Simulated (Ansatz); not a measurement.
## GaAs, response to strain

Base system: GaAs in the zinc blende structure (space group F-43m, No. 216).

```
GaAs
1.0
    0.00000     2.82948     2.82948
    2.82948     0.00000     2.82948
    2.82948     2.82948     0.00000
Ga As
1 1
Direct
  0.00000   0.00000   0.00000
  0.25000   0.25000   0.25000
```

Cartesian axes are those of the cell as printed.

Strains are applied to the cell and any free atomic positions relax; under biaxial strain the out-of-plane vector relaxes too.

Method: PBEsol (Ansatz, a quantum-chemistry and plane-wave program; PAW; 420 eV plane waves; no spin-orbit coupling).

Notes on the quantities. energy relative to the base: free energy F.

```tsv
biaxial strain, plane normal [001], relaxed out of plane (%)	energy relative to the base (meV/atom)
-3	15.7
-2.5	10.8
-2	?
-1.5	3.8
-1	1.7
-0.5	0.4
0	0.0
```

Fit ΔE = Aε² + Bε³ (ε in %) to the rows shown and predict the withheld row.

Least squares on the printed values gives A = 1.64 and B = -0.033 meV/atom (largest residual 0.0 meV/atom); this predicts 6.8 meV/atom, and the run gives 6.8 meV/atom, in agreement.

Whether these cells are dynamically stable was not tested.
